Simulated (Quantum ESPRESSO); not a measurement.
Quantum ESPRESSO 7.5, DFT, PBE, plane waves, PseudoDojo 0.5 standard norm-conserving PBE (local tails restored to the Coulomb form): fcc Pt, atoms displaced, 4 atoms. Basis and mesh were picked for this test and aren't claimed converged.

- cell = 5.55, 5.55, 2.77 Å; 60, 60, 60°
- distance to the nearest atom = 2.73 to 2.75 Å
- task = scf
- k mesh = 3×3×6
- ecutwfc = 84 Ry
- ecutrho = 336 Ry
- occupations = smearing
- smearing = mv
- degauss = 0.02 Ry
- conv_thr = 4e-09 Ry
- tprnfor = true
- tstress = false
- k-point pools (-nk) = 8
- diagonalization = david (default)
- k-points computed = 28
- bands = 43
- electrons = 72
- G-vectors of the density = 42375
- FFT grid = 64×64×32

One run each.

All on 8 ranks. Base settings, kept where nothing else is said: mixing_mode = plain (default), mixing_beta = 0.7 (default), mixing_ndim = 8 (default). The settings tried:
- mixing_mode = local-TF
- mixing_mode = TF, mixing_beta = 1
- mixing_ndim = 4
- mixing_ndim = 16
- mixing_beta = 0.2
- mixing_mode = local-TF, mixing_beta = 0.4
- mixing_mode = TF
- mixing_mode = TF, mixing_beta = 0.1
- the base settings
- mixing_mode = local-TF, mixing_beta = 0.1
- mixing_ndim = 2
- mixing_beta = 0.1
- mixing_mode = TF, mixing_beta = 0.2
- mixing_mode = local-TF, mixing_beta = 0.2
- mixing_mode = TF, mixing_beta = 0.4
- mixing_beta = 0.4
- mixing_beta = 1

Q: Name the extremes by SCF iterations: fewest, most, and any that don't converge.

A: Fewest SCF iterations, with those close behind: mixing_mode = local-TF (8); mixing_mode = TF (9); mixing_mode = TF, mixing_beta = 1 (9); mixing_mode = TF, mixing_beta = 0.4 (10); the base settings (11); mixing_beta = 0.4 (11); mixing_ndim = 16 (11). Most among those that reach the base run's result: mixing_mode = local-TF, mixing_beta = 0.2 (19). No convergence: mixing_ndim = 2 (not converged after the 100 iterations allowed).

```
setting                                    SCF iterations            end
-----------------------------------------  --------------  -------------
mixing_mode = local-TF                                  8      converged
mixing_mode = TF                                        9      converged
mixing_mode = TF, mixing_beta = 1                       9      converged
mixing_mode = TF, mixing_beta = 0.4                    10      converged
the base settings                                      11      converged
mixing_beta = 0.4                                      11      converged
mixing_ndim = 16                                       11      converged
mixing_beta = 0.2                                      12      converged
mixing_beta = 1                                        12      converged
mixing_mode = TF, mixing_beta = 0.2                    12      converged
mixing_beta = 0.1                                      13      converged
mixing_mode = local-TF, mixing_beta = 0.4              13      converged
mixing_ndim = 4                                        13      converged
mixing_mode = TF, mixing_beta = 0.1                    14      converged
mixing_mode = local-TF, mixing_beta = 0.1              15      converged
mixing_mode = local-TF, mixing_beta = 0.2              19      converged
mixing_ndim = 2                                       100  not converged
```
